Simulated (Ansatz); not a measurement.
Functionals compared on the (110) surface of zinc-blende CdTe in its 1x1 cell (cut with top plane Cd + Te, bottom plane Cd + Te), outermost plane spacing 2.34 Å in the ideal cut, in Ansatz (plane waves, PAW). The structure was relaxed with PBE; the other rows are single points on it, each with its references at the same level. Cutoff 420 eV (500 eV for r2SCAN). HSE06 used the coarser mesh 3x3x1.

Slab: 12 atoms, Cd6Te6, 11.7 Å thick at the start; k 6x4x1, smearing 0.025 eV, dipole-corrected; all atoms relaxed; start symmetry kept, larger cells not searched; no spin, no spin-orbit, no U. These notes are the PBE run's.

A dash marks a value that is undefined for that row or was read on another mesh.

```
functional  surface energy (J/m²)  gap of the slab on its k-mesh (eV)  highest filled level below the top vacuum level (eV)           rough cost of the single point
----------  ---------------------  ----------------------------------  ----------------------------------------------------  ---------------------------------------
PBE                          0.20                                1.16                                                  5.28                                        –
LDA                             ?                                   ?                                                     ?                 roughly 2.6 core-minutes
PBEsol                       0.26                                1.09                                                  5.31  about 2.7 core-minutes (a rough figure)
RPBE                         0.12                                1.26                                                  5.22                 roughly 2.7 core-minutes
r2SCAN                       0.27                                1.58                                                  5.56    about 5 core-minutes (a rough figure)
HSE06                        0.18                                   –                                                     –                  roughly 25 core-minutes
```

Some entries are withheld; supply them.


- LDA, surface energy (J/m²): 0.33
- LDA, gap of the slab on its k-mesh (eV): 0.98
- LDA, highest filled level below the top vacuum level (eV): 5.48

Ansatz is a quantum-chemistry and plane-wave program.
